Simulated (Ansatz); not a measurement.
Band structure of TaC (Cmcm, 4 atoms in the cell).

```
CELL_PARAMETERS angstrom
      1.62937    -4.30567     0.00000
      1.62937     4.30567     0.00000
      0.00000     0.00000     3.21103
ATOMIC_POSITIONS crystal
  C  0.56400 0.43600 0.25000
  C  0.43600 0.56400 0.75000
  Ta 0.85475 0.14525 0.25000
  Ta 0.14525 0.85475 0.75000
```

Method: PBE with spin-orbit coupling, harder PAW files (source: ansatz) (plane waves; Ansatz, an electronic-structure program).

Settings: basis.ecutwfc = 820 eV; kpoints.mp_grid.grid = 11 11 10; hamiltonian.xc = pbe; hamiltonian.pseudopotentials = {kind: paw, source: ansatz}; magnetization.noncollinear = true; magnetization.spin_orbit = true; scf.occupations.method = fermi_dirac; scf.occupations.width = 0.136 eV; kpoints.band_path.npoints = 10.

The starting cell was generated: these elements placed on a structure prototype, without a prior relaxation; it need not be a known phase or ordering of this composition.

Levels in eV from the Fermi level, bands 59 to 66:
```
point     59     60     61     62     63     64     65     66
-----  -----  -----  -----  -----  -----  -----  -----  -----
Γ      -1.30  -1.30  -0.86  -0.86   0.74   0.74   0.88   0.88
X      -2.00  -2.00  -1.31  -1.31  -0.80  -0.80  -0.04  -0.04
S      -2.14  -2.14  -0.75  -0.75   0.43   0.43   0.84   0.84
R      -2.93  -2.93   2.39   2.39   2.39   2.39   3.06   3.06
A      -2.91  -2.91   1.44   1.44   1.48   1.48   3.24   3.24
Z      -3.83  -3.83   2.28   2.28   2.28   2.28   2.89   2.89
Y      -0.02  -0.02   0.02   0.02   0.15   0.15   0.68   0.68
X1     -2.00  -2.00  -1.31  -1.31  -0.80  -0.80  -0.04  -0.04
A1     -2.91  -2.91   1.44   1.44   1.48   1.48   3.24   3.24
T      -2.63  -2.63  -0.50  -0.50  -0.50  -0.50  -0.30  -0.30
```

Bands cross the Fermi level along this path, so the cell is metallic at this level.

The net moment of the cell came out as 0.00 μB.

Keys are those of Ansatz 0.2.
